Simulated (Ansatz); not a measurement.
BN (F-43m), Ansatz (a first-principles code) with PBEsol, rigid bands: N_c = 2.22e19 cm⁻³ at 300 K and an electron conductivity mass of 0.385 mₑ.

Question: For 1e16 electrons per cm³ at 300 K, place the Fermi level, estimate the Seebeck coefficient of a parabolic band with constant τ, and give mobility and conductivity for τ = 10 fs.

Answer: The level lies k_BT ln(N_c/n) = 0.199 eV below the conduction-band minimum. S ≈ −(k_B/e)[ln(N_c/n) + 5/2] = -879 μV/K, against -875 μV/K from the full bands (mean over directions). μ = eτ/m = 45.7 cm²/(V·s) and σ = neμ = 0.0732 S/cm. τ is assumed, not computed.

Band transport and this doping are assumed; polarons and phonon drag are left out. Spin-orbit coupling is left out.
